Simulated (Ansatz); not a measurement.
Output of an Ansatz run (abridged):

```
WARN ansatz: RAYON_NUM_THREADS=1 ignored (pool sized by the plan → 1); use --threads N
Pseudopotentials: kind: paw
Pseudopotential: Y, paw, valence charge 11
Pseudopotential: P, paw, valence charge 5
Crystal: 4 atoms, lattice volume = 128.904 Å³
Basis set: ecut = 420 eV, 2509 PW (Γ), exchange–correlation on 60×60×108 points (8 copies of the dense FFT grid, shifted against one another)
Bands: 20, of which v1, the nominal top of the filled ones, is band 16 counted from 1 (15 counted from 0)
Symmetry: 4 space group operations
Space group: C2/c (ITA 15), of the structure as read, at distance tolerance 5.1e-5 Å
k-points: 16 of 48
Initial density: superposition of atomic densities (neutral atoms: chi_scale 0, normalization atom), corrected by the library's trained network
Initial wavefunctions: pseudopotential atomic-orbital guess
Eigensolver: davidson
Functional: x = pbe(κ = 0.804, μ = 0.2195149727645171), c = pbe(β = 0.06672455060314922)
SCF iter   1: F=—  HF=-9212.197330 eV  |F-HF|=—  |Δ(HF+E_count)|=         —  Δρ=1.81e-3  dr2=4.09e-3  ethr=1.77e-3  ⟨swp⟩=6.1  Hψ=1732  notcnv=0
all-band conjugate gradients solve this SCF's bands
preconditioner: auto → Resta (q_TF=auto, 2.163 Å⁻¹)
SCF iter   2: F=—  HF=-9212.196805 eV  |F-HF|=—  |Δ(HF+E_count)|=   5.26e-4  S|Δr|=    0.00e0  Δρ=1.06e-3  dr2=1.45e-3  ethr=1.28e-5  ⟨swp⟩=2.3  Hψ=618  notcnv=0
SCF iter   3: F=—  HF=-9212.197161 eV  |F-HF|=—  |Δ(HF+E_count)|=   3.56e-4  S|Δr|=    0.00e0  Δρ=1.92e-4  dr2=6.27e-5  ethr=4.53e-6  ⟨swp⟩=2.1  Hψ=436  notcnv=0
SCF iter   4: F=—  HF=-9212.197187 eV  |F-HF|=—  |Δ(HF+E_count)|=   2.57e-5  S|Δr|=    0.00e0  Δρ=6.59e-5  dr2=8.18e-6  ethr=1.96e-7  ⟨swp⟩=2.7  Hψ=527  notcnv=0
SCF iter   5: F=—  HF=-9212.197190 eV  |F-HF|=—  |Δ(HF+E_count)|=   3.49e-6  S|Δr|=    0.00e0  Δρ=2.30e-5  dr2=8.70e-7  ethr=2.56e-8  ⟨swp⟩=2.9  Hψ=561  notcnv=0
SCF iter   6: F=-9212.197190 eV  HF=-9212.197190 eV  |F-HF|=2.96e-8  |Δ(HF+E_count)|=   1.48e-7  S|Δr|=    0.00e0  Δρ=7.33e-6  dr2=9.48e-8  ethr=3.13e-10  ⟨swp⟩=4.6  Hψ=1585  notcnv=0
SCF 1 converged in 6 iterations: F = -9212.197190 eV  dr2 = 9.48e-8
SCF converged after 6 iterations
Stability not checked (fill_not_monotonic)
Free energy (F): -9212.197190 eV
Harris-Foulkes:  -9212.197190 eV  (|F-HF|=2.96e-8)
Internal energy: -9212.197190 eV  (E = F + TS)
E sigma→0 (E₀):  -9212.197190 eV
Fermi energy:    6.003218 eV
Step filling:    the computed levels leave a gap of 0.5584 eV = 11.2 smearing widths
--- Per-component energies (eV) ---
  E_band       = -317.474991
  E_kinetic    = 737.425562
  E_local      = -1643.011830  (includes V_loc(G=0)·N_el)
  E_nonlocal   = 165.855079
  E_hartree    = 528.526844
  E_xc         = -465.643305
  E_vxc        = -514.165549  (∫ρ·V_xc dr)
  E_paw        = -6788.668149  (= ΣΔE_a)
  E_vpaw       = -120.626847  (= ΣTr[D̂ρ^β])
  E_aug_tail   = 0.000013  (compensation charges beyond the density's cutoff)
  E_ewald      = -1746.681405
  E_smearing   = 0.000000  (= −TS)
  E_closure    = -0.000000  (closes the sum)
  Σ components = -9212.197190   (vs F -9212.197190, Δ=0.00e0)
--- Forces (eV/Å), atoms counted from 1 ---
  atom   1  Y      0.00000000     0.00000000     0.00000000
  atom   2  Y      0.00000000    -0.00000000     0.00000000
  atom   3  P      0.00000000    -0.64851450     0.00000000
  atom   4  P      0.00000000     0.64851450     0.00000000
  max |Σ_I F_I| component: 0.00e0 eV/Å
--- Stress (GPa, compression-positive) ---
       -5.528072       0.000000      -0.200783
        0.000000     -10.032888       0.000000
       -0.200783       0.000000      -7.692681
  P = ⅓ Tr σ = -7.7512 GPa (-77.512 kbar)
  The stress holds the Pulay correction. Without it, at fixed plane waves, as pw.x and ABINIT print it: P = -7.7575 GPa
--- Band table (eV; the first three rows and the last of 16) ---
  k-point 0: bands = ["-37.3510", "-37.3493", "-17.4815", "-17.4773", "-17.2211", "-17.1875", "-17.1436", "-17.1430", "-3.4127", "-2.6960", "2.7406", "4.4189", "4.5114", "4.7943", "5.0189", "5.7240", "6.6982", "6.8682", "7.6702", "7.7010"]
  k-point 1: bands = ["-37.3503", "-37.3500", "-17.4814", "-17.4774", "-17.2086", "-17.1979", "-17.1451", "-17.1437", "-3.1211", "-3.0516", "3.5962", "3.7970", "4.5497", "4.7965", "5.0936", "5.1522", "6.4287", "6.8110", "7.8660", "7.9388"]
  k-point 2: bands = ["-37.3512", "-37.3492", "-17.4797", "-17.4794", "-17.2255", "-17.1806", "-17.1456", "-17.1430", "-3.4438", "-2.6554", "2.6709", "4.3442", "4.3970", "5.2776", "5.3066", "5.6063", "6.2824", "6.7021", "7.5425", "8.0403"]
  k-point 15: bands = ["-37.3473", "-37.3473", "-17.5038", "-17.5038", "-17.2082", "-17.2082", "-17.1767", "-17.1767", "-2.6977", "-2.6977", "3.5857", "3.5857", "3.8155", "3.8155", "4.5918", "4.5918", "7.4313", "7.4313", "8.3156", "8.3156"]
```

The structure:

```
CELL_PARAMETERS angstrom
      3.44363    -2.51655     0.00000
      3.44363     2.51655     0.00000
     -1.24991     0.00000     7.43727
ATOMIC_POSITIONS crystal
  Y  0.00000 0.50000 0.00000
  Y  0.50000 0.00000 0.50000
  P  0.58160 0.41840 0.25000
  P  0.41840 0.58160 0.75000
```

Question: What input produced this log?

Answer: Other spellings and defaults could give the same log, and not every line can be read from it. The input that was run (DFT, PBE, plane waves, default PAW files):

Ansatz 0.2 input:
```yaml
# YP
crystal:
  lattice:
    - [3.44362600, -2.51655300, 0.00000000]
    - [3.44362600, 2.51655300, 0.00000000]
    - [-1.24991100, 0.00000000, 7.43727200]
  atoms:
    - { symbol: Y, position: [0.00000000, 0.50000000, 0.00000000] }
    - { symbol: Y, position: [0.50000000, 0.00000000, 0.50000000] }
    - { symbol: P, position: [0.58160000, 0.41840000, 0.25000000] }
    - { symbol: P, position: [0.41840000, 0.58160000, 0.75000000] }
basis:
  ecutwfc: 420.0 eV
kpoints:
  mp_grid: { grid: [4, 4, 3], shift: [0.5, 0.5, 0.5] }
hamiltonian:
  xc: pbe
  pseudopotentials: { kind: paw }
scf:
  occupations: { method: methfessel_paxton, width: 0.05 eV }
output:
  forces: true
  eigenvalues: true
  stress: true
```

The starting cell was generated: these elements placed on a structure prototype, without a prior relaxation; it need not be a known phase or ordering of this composition. With a pressure of about -8 GPa the cell is away from its equilibrium volume at this level. Ansatz's pressure includes its estimate of the finite-basis (Pulay) stress. Another mesh or the band path of this cell gives a smaller gap, so this value is not converged in the mesh.

Ansatz is a first-principles code.
